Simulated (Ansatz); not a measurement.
## What biaxial strain −1.50 %, plane normal [001], relaxed out of plane does to Ba

Base system: Ba in the bcc (W type) structure (space group Im-3m, No. 229; a = 4.8819 Å; relaxed with 0.1 eV smearing). Axes: x, y, z lie along the cube axes.

Perturbation: biaxial strain −1.50 %, plane normal [001], relaxed out of plane (Cartesian); in-plane vectors clamped, the third vector and the atoms free.

Computed with PBEsol (Ansatz, a first-principles code), scalar-relativistic without spin-orbit coupling. Settings: 19×19×19 k-points, 0.1 eV Fermi–Dirac smearing.

- Volume per atom = 57.54 Å³ (base 58.17 Å³)
- Shortest interatomic distance = 4.214 Å (base 4.228 Å)
- Energy relative to the base (free energy F) = +0.9 meV/atom
- Pressure (mean of the normal stresses, compression positive) = 0.1 GPa (base 0.0 GPa)
- Band gap = zero (base zero)
- Out-of-plane strain = +1.94 %
- Ratio −ε⊥/ε∥ = 1.30
- Mean in-plane stress (compression positive) = +0.2 GPa

Final structure (turned so that z lies along the plane normal):

```xyz
1
Lattice="4.8087 0.0000 0.0000 0.0000 4.8087 0.0000 2.4043 -2.4043 2.4884" Properties=species:S:1:pos:R:3 pbc="T T T"
Ba     0.0000     0.0000     0.0000
```

Cost of the whole job for the changed cell (relaxation, final SCF and bands): about 30 core-seconds (a rough figure).

Stability against distortions was not tested.
